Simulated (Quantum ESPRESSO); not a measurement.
Input and output of a self-consistent single point for LuTlSe₂ (R-3m, 4 atoms in the cell) (Quantum ESPRESSO).

Method: PBEsol, SSSP 1.1.2 efficiency (PBE) pseudopotentials (plane waves; Quantum ESPRESSO).

The change in words: lattice scaled by 0.98. Reference geometry:
```xyz
4
Lattice="2.0395 -1.1775 7.7383 0.0000 2.3551 7.7383 -2.0395 -1.1775 7.7383" Properties=species:S:1:pos:R:3 pbc="T T T"
Lu     0.0000     0.0000     0.0000
Tl     0.0000     0.0000    11.6075
Se     0.0000     0.0000    17.0198
Se     0.0000     0.0000     6.1952
```

Reference input (self-consistent single point, DFT, PBEsol, plane waves, SSSP 1.1.2 efficiency (PBE) pseudopotentials): ecutwfc = 50 Ry; ecutrho = 400 Ry; occupations = smearing; smearing = fermi-dirac; degauss = 0.00147 Ry; input_dft = pbesol; potentials = {Lu: Lu.GGA-PBE-paw-v1.0.UPF, Tl: Tl_pbe_v1.2.uspp.F.UPF, Se: Se_pbe_v1.uspp.F.UPF}; K_POINTS = automatic 6 6 6 0 0 0; conv_thr = 1e-09 Ry. This run's input differs from it in these lines:

```diff
@@ -11,4 +11,4 @@
    ibrav = 5
-   A = 8.0887556900
-   cosAB = 0.872845071969
+   A = 7.9269809917
+   cosAB = 0.872845094599
    nat = 4
@@ -31,5 +31,5 @@
 Lu    0.0000000000    0.0000000000    0.0000000000
-Tl    0.0000000000    0.0000000000    1.4350148459
-Se    0.0000000000    0.0000000000    2.1041249582
-Se    0.0000000000    0.0000000000    0.7659047336
+Tl    0.0000000000    0.0000000000    1.4350148577
+Se    0.0000000000    0.0000000000    2.1041249755
+Se    0.0000000000    0.0000000000    0.7659047400
 K_POINTS automatic
```

Log, with long lists cut:

```
     Self-consistent Calculation

     iteration #  1     ecut=    50.00 Ry     beta= 0.70

---- Real-time Memory Report at c_bands before calling an iterative solver
           949 MiB given to the printing process from OS
           183 MiB allocation reported by mallinfo(arena+hblkhd)
------------------

     Threshold (ethr) on eigenvalues was too large:
     Diagonalizing with lowered threshold

---- Real-time Memory Report at c_bands before calling an iterative solver
          1021 MiB given to the printing process from OS
           202 MiB allocation reported by mallinfo(arena+hblkhd)
------------------

   [... lines left out ...]
------------------
     c_bands:  1 eigenvalues not converged
     c_bands:  2 eigenvalues not converged

     negative rho (up, down):  4.988E-02 0.000E+00

     total energy              =   -1302.76532606 Ry
     estimated scf accuracy    <          4.1E-09 Ry

     iteration # 11     ecut=    50.00 Ry     beta= 0.70

---- Real-time Memory Report at c_bands before calling an iterative solver
          1034 MiB given to the printing process from OS
           214 MiB allocation reported by mallinfo(arena+hblkhd)
------------------

     negative rho (up, down):  4.988E-02 0.000E+00
     End of self-consistent calculation

     the Fermi energy is    10.1589 ev

!    total energy              =   -1302.76532607 Ry
     estimated scf accuracy    <          2.5E-10 Ry
     smearing contrib. (-TS)   =      -0.00000000 Ry
     internal energy E=F+TS    =   -1302.76532606 Ry

      -> PAW hartree energy AE =     491.15388701 Ry
      -> PAW hartree energy PS =    -422.91819756 Ry
      -> PAW xc energy AE      =    -590.48973264 Ry
      -> PAW xc energy PS      =      39.67852763 Ry
      -> total E_H with PAW    =     341.91058787 Ry
      -> total E_XC with PAW   =    -712.41015092 Ry

     convergence has been achieved in  11 iterations

     negative rho (up, down):  4.988E-02 0.000E+00

     Forces acting on atoms (cartesian axes, Ry/au):

   [... lines left out ...]
     Total force =     0.022951     Total SCF correction =     0.000032
   [... lines left out ...]

     negative rho (up, down):  4.988E-02 0.000E+00
          total   stress  (Ry/bohr**3)                   (kbar)     P=       18.54
   0.00012260   0.00000000  -0.00000000           18.03        0.00       -0.00
   0.00000000   0.00012260   0.00000000            0.00       18.03        0.00
   0.00000000   0.00000000   0.00013297            0.00        0.00       19.56

   JOB DONE.
```

The run converged in 11 iterations. Against the reference run the free energy goes up by 1.4 meV/atom, the pressure goes from -1.50 to 1.85 GPa, the largest force goes from 0.092 to 0.417 eV/Å and the gap on the mesh goes from 0.875 to 0.717 eV. The full log also holds: “c_bands:  2 eigenvalues not converged”.

The starting cell comes from a database of computed structures (which also holds hypothetical and non-ambient phases and stackings), without a prior relaxation at this level. For this run, on top of that: lattice scaled by 0.98. Spin-orbit coupling is off.

Cost on one core of a shared machine: roughly 10 min.
